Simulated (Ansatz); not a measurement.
For MgO (P6₃/mmc, No. 194, 4 atoms in the cell; start mp-1065577; a measured phase of this formula has another space group), PBEsol (Ansatz, a quantum-chemistry and plane-wave program, plane waves, PAW) gives:

- equilibrium lattice constant a: 3.494 Å
- c axis length: 4.195 Å
- cohesive energy: 5.25 eV/atom
- band gap: 3.27 eV

Question: What does r²SCAN+rVV10 (Ansatz, plane waves, PAW) give for the same quantities?

Answer: 
- lattice constant a: 3.477 Å (falls by 0.5 %)
- lattice parameter c: 4.178 Å (drops by 0.4 %)
- cohesive energy: 5.28 eV/atom (grows by 0.03 eV/atom)
- band gap: 4.05 eV (grows by 0.78 eV)

Changes are worked out from the printed values.

Unless a cell is named, each level is at its own relaxed cell (PBEsol 11.09, r²SCAN+rVV10 10.93 Å³/atom).

Density-functional gaps are differences of (generalised) Kohn–Sham levels.

Caveats: the relaxation could not lower the start's symmetry, so the cell can be a saddle point above a distorted one (PBEsol, r²SCAN+rVV10). Ansatz's density-functional and Hartree–Fock values are scalar-relativistic unless marked +SOC, with PAW data made under PBE.

A start named mp-… is a Materials Project structure, which need not be a measured phase.
